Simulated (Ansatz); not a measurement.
Ansatz (a program for electronic structure) run on a (110) slab of Mo (cut from a parent of space group no. 229; 5 atoms in the cell): self-consistent single point.

Level of theory: LDA (PW92), default PAW files made with PBE (plane waves; Ansatz).

The change in words: vacuum of 3 angstrom (first run: 14 Å). Reference geometry:
```xyz
5
Lattice="2.7143 0.0000 0.0000 -3.6191 2.5591 0.0000 0.0000 0.0000 22.8650" Properties=species:S:1:pos:R:3 pbc="T T T"
Mo     0.0000     0.0000     7.0000
Mo     0.9048     1.2796     9.2162
Mo     0.0000     0.0000    11.4325
Mo     0.9048     1.2796    13.6487
Mo     0.0000     0.0000    15.8650
```

Reference input (self-consistent single point, DFT, LDA (PW92), plane waves, default PAW files made with PBE): basis.ecutwfc = 30.9 Ry; kpoints.mp_grid.grid = 10 10 1; hamiltonian.xc = lda; hamiltonian.pseudopotentials = {kind: paw} (the program's default PAW files); scf.occupations.method = fermi_dirac; scf.occupations.width = 0.0073 Ry. This run's input differs from it in these lines:

Ansatz 0.2 input:
```diff
@@ -5,9 +5,9 @@
     - [-3.619120, 2.559104, 0.000000]
-    - [0.000000, 0.000000, 22.864996]
+    - [0.000000, 0.000000, 11.864988]
   atoms:
-    - { symbol: Mo, position: [0.000000, 0.000000, 0.306145] }
-    - { symbol: Mo, position: [1.000000, 0.500000, 0.403070] }
+    - { symbol: Mo, position: [0.000000, 0.000000, 0.126422] }
+    - { symbol: Mo, position: [1.000000, 0.500000, 0.313206] }
     - { symbol: Mo, position: [0.000000, 0.000000, 0.500000] }
-    - { symbol: Mo, position: [1.000000, 0.500000, 0.596925] }
-    - { symbol: Mo, position: [0.000000, 0.000000, 0.693855] }
+    - { symbol: Mo, position: [1.000000, 0.500000, 0.686784] }
+    - { symbol: Mo, position: [0.000000, 0.000000, 0.873578] }
 basis:
```

The program printed (abridged):

```
SCF iter   1: F=—  HF=-24212.811598 eV  |F-HF|=—  |Δ(HF+E_count)|=         —  Δρ=1.05e-2  dr2=4.69e-1  ethr=1.77e-3  ⟨swp⟩=5.4  Hψ=10231  notcnv=0  defer=7
all-band conjugate gradients solve this SCF's bands
automatic band count: the SCF goes on with 49 bands, as 42 were too few: the levels above may hold too much charge
preconditioner: auto → Kerker (q_TF=auto, 2.655 Å⁻¹)
   [... lines left out ...]
SCF iter   4: F=—  HF=-24212.793033 eV  |F-HF|=—  |Δ(HF+E_count)|=   1.66e-4  Δρ=1.47e-4  dr2=4.81e-5  ethr=3.10e-6  ⟨swp⟩=1.2  Hψ=1505  notcnv=0  defer=9
SCF iter   5: F=—  HF=-24212.793028 eV  |F-HF|=—  |Δ(HF+E_count)|=   4.16e-6  Δρ=3.28e-5  dr2=1.49e-6  ethr=6.87e-8  ⟨swp⟩=2.0  Hψ=1939  notcnv=0  defer=9
SCF iter   6: F=—  HF=-24212.793028 eV  |F-HF|=—  |Δ(HF+E_count)|=   2.41e-7  Δρ=8.23e-6  dr2=1.37e-7  ethr=1.43e-10  ⟨swp⟩=7.5  Hψ=5929  notcnv=0
SCF iter   7: F=-24212.793028 eV  HF=-24212.793028 eV  |F-HF|=1.28e-8  |Δ(HF+E_count)|=   2.57e-8  Δρ=2.14e-6  dr2=1.58e-8  ethr=1.43e-10  ⟨swp⟩=4.0  Hψ=4238  notcnv=0
SCF 1 converged in 7 iterations: F = -24212.793028 eV  dr2 = 1.58e-8
Free energy (F): -24212.793028 eV
Internal energy: -24212.666414 eV  (E = F + TS)
E sigma→0 (E₀):  -24212.729721 eV
Entropy (-TS):   -0.126614 eV (-25.323 meV/atom)
Fermi energy:    19.531894 eV
--- Forces (eV/Å), atoms counted from 1 ---
  atom   1  Mo     0.00000000    -0.00000000    -0.54122137
  atom   2  Mo     0.00000000    -0.00000000    -0.38731455
  atom   3  Mo     0.00000000     0.00000000     0.00000000
  atom   4  Mo    -0.00000000     0.00000000     0.38731455
  atom   5  Mo    -0.00000000     0.00000000     0.54122137
--- Stress (GPa, compression-positive) ---
      -12.836569       0.092358      -0.000000
        0.092358     -12.771262       0.000000
       -0.000000       0.000000     -14.503152
  P = ⅓ Tr σ = -13.3703 GPa (-133.703 kbar)
  The stress holds the Pulay correction. Without it, at fixed plane waves, as pw.x and ABINIT print it: P = -13.3812 GPa
```

The run converged in 7 iterations. Against the reference run the free energy drops by 278 meV/atom and the largest force goes from 0.880 to 0.541 eV/Å.

The starting cell has typed, rounded lattice constants, without a prior relaxation at this level. The slab is cut from that crystal, and its faces are unrelaxed. Its lattice was rescaled by up to half a per cent. Spin polarisation is off.
